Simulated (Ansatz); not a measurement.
Where the default PAW files enter, the runs use the earlier of Ansatz's two default sets.

**Evanescent states of MgH₂ (P4_2/mnm, rutile, 6 atoms a cell, 10.0 Å³ an atom) along the normal of (001)**

The numbers are results of r2SCAN (plane waves, PAW; Ansatz, a program for electronic structure), not measurements.

The gap is the functional's own. No spin-orbit coupling. Mid-gap values are interpolated on the energy grid.

Energies count from the valence-band top; κ is the least over a 8×8 mesh across the current.

```
E (eV)  κ (1/Å)  where
------  -------  -----
0.10      0.205      Γ
0.32      0.284      Γ
0.53      0.337      Γ
0.73      0.371  off Γ
0.94      0.377  off Γ
1.16      0.381  off Γ
1.36      0.383  off Γ
1.57      0.382  off Γ
1.78      0.380  off Γ
2.00      0.376  off Γ
2.21      0.370  off Γ
2.42      0.362  off Γ
2.62      0.352  off Γ
2.83      0.341  off Γ
3.04      0.327  off Γ
3.25      0.310  off Γ
3.46      0.289  off Γ
3.67      0.265  off Γ
3.88      0.236  off Γ
4.09      0.196  off Γ
4.30      0.124  off Γ
```

Q: How thick must the barrier be to attenuate the transmission by 10^8 when the electrodes' Fermi level lies at 4.30 eV, and what attenuation does that film give at 2.83 eV?

A: d = 8 ln 10 / (2 × 0.124) = 74.3 Å. At 2.83 eV it gives 8 × 0.341/0.124 = 22.0 decades.
